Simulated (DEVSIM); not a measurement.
Structure: Al/Al2O3/p-Ge capacitor, at 250 K.

| layer (left to right) | material | thickness (nm) | Na (cm⁻³) |
|---|---|---|---|
| 1 | Al2O3 | 26.0 | - |
| 2 | Ge | 7100 | 7.1e15 |

Metal gate on the left, work function 4.1 eV. Fixed charge at the semiconductor interface 5.9e10 cm⁻² (in units of +e); no interface traps.

Constants are typed, rounded textbook-type inputs, not results; the design itself was drawn at random and stands for no fabricated device. Values at 300 K; Nc and Nv go as T^1.5, mobilities as T to minus their exponent, the gap by Varshni's rule with the affinity fixed.

```
parameter         Al2O3        Ge
----------------  -----  --------
gap (eV)            6.8     0.664
affinity (eV)      1.35         4
permittivity          9        16
Nc (cm⁻³)             -   1.04e19
Nv (cm⁻³)             -      6e18
Varshni α (eV/K)      -  0.000477
Varshni β (K)         -       235
```

Model (solved in DEVSIM): 1D Poisson equation in equilibrium, Boltzmann statistics, complete ionisation; no quantum confinement or tunnelling. Metal contacts follow the ideal Schottky-Mott rule: no Fermi-level pinning, no interface dipoles.

The Al2O3 thickness was swept, all else fixed.

```
Al2O3 thickness (μm)  minimum of the low-frequency capacitance (μF/cm²)  threshold voltage (band bending 2φF) (V)  flat-band voltage (V)  capacitance of the dielectric stack (μF/cm²)
--------------------  -------------------------------------------------  ----------------------------------------  ---------------------  --------------------------------------------
0.01                                                             0.0503                                (withheld)                  -0.46                                         0.797
0.014                                                            0.0494                                     -0.01                  -0.46                                         0.569
0.018                                                            0.0486                                      0.01                  -0.46                                         0.443
0.022                                                            0.0470                                      0.02                  -0.47                                         0.362
0.026                                                            0.0457                                      0.03                  -0.47                                         0.306
0.031                                                            0.0446                                      0.05                  -0.48                                         0.257
```

Q: Complete the blanks.

A: 
- 0.01, threshold voltage (band bending 2φF) (V): -0.02
